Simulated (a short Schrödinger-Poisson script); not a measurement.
**MOS inversion layer, Si3N4 on p-type Ge(111)**

System: MOS inversion layer, Si3N4 on p-type Ge(111), at 150 K.

| layer | material | thickness (nm) | Na (cm⁻³) |
|---|---|---|---|
| 1 | Si3N4 | 4.4 | - |
| 2 | Ge | 190 | 4.9e18 |

Constants are typed, rounded textbook-type inputs, not results; the design itself was drawn at random and stands for no fabricated device. Si3N4: permittivity 7.5, conduction-band edge (eV) 1.9, gap (eV) 5.1, electron mass (mₑ) 0.5. Ge: permittivity 16, conduction-band edge (eV) 0, gap (eV) 0.664, Nv at 300 K (cm⁻³) 6e18.

Channel valleys (confinement mass, in-plane density-of-states mass, number): L1 1.59, 0.08, 1; L3 0.09, 0.34, 3. At the gate the conduction-band edge of layer 1 lies 1.94 eV − eVg above the Fermi level of the channel; the field vanishes at the back. Gaps are held at their typed values at every temperature. Mesh 0.03 nm at interfaces.

Solved with a short Schrödinger-Poisson script written for these runs: 1D Poisson equation in equilibrium, electrons quantum, Hartree (BenDaniel-Duke, 12 states a valley, the channel's in-plane mass for all, wave functions ending at the dielectric), parabolic valleys, classical holes, full ionisation, no traps, pinning or gate leakage.

| Vg (V) | electrons (cm⁻²) | C (μF/cm²) | L1 E0 (meV) | L1 E1 (meV) | L3 E0 (meV) | L3 E1 (meV) |
|---|---|---|---|---|---|---|
| 0.8 | 2.69e6 | 0.577 | 155.0 | 244.1 | 340.3 | 532.8 |
| 0.9 | 2.41e8 | 0.561 | 96.9 | 189.3 | 289.5 | 492.9 |
| 1 | 2.08e10 | 0.629 | 38.9 | 134.5 | 238.5 | 451.6 |
| 1.1 | 3.19e11 | 1.01 | -1.1 | 96.9 | 203.6 | 422.9 |
| 1.2 | 8.70e11 | 1.11 | -24.1 | 75.7 | 184.2 | 406.9 |
| 1.3 | 1.48e12 | 1.13 | -43.6 | 58.0 | 168.1 | 393.5 |
| 1.4 | 2.10e12 | 1.14 | -62.1 | 41.2 | 152.8 | 380.7 |
| 1.5 | 2.73e12 | 1.16 | -79.9 | 25.1 | 138.3 | 368.5 |
| 1.6 | 3.39e12 | 1.18 | -96.5 | 10.5 | 125.1 | - |
| 1.7 | 4.07e12 | 1.20 | -111.4 | -2.4 | 113.8 | - |
| 1.8 | 4.77e12 | 1.22 | -125.1 | -13.7 | 104.0 | - |
| 1.9 | 5.49e12 | 1.23 | -137.9 | -24.2 | - | - |
| 2 | 6.21e12 | 1.23 | -150.3 | - | - | - |
| 2.1 | 6.94e12 | 1.24 | -162.4 | - | - | - |
| 2.2 | 7.67e12 | 1.24 | - | - | - | - |
| 2.3 | 8.41e12 | 1.25 | - | - | - | - |

Gate voltages with under 1e6 electrons/cm² are left out.

Subbands count from the Fermi level; a dash marks a level above the dielectric's band edge.

Only the L valleys are kept; under strong confinement the Δ valleys of Ge fill too.
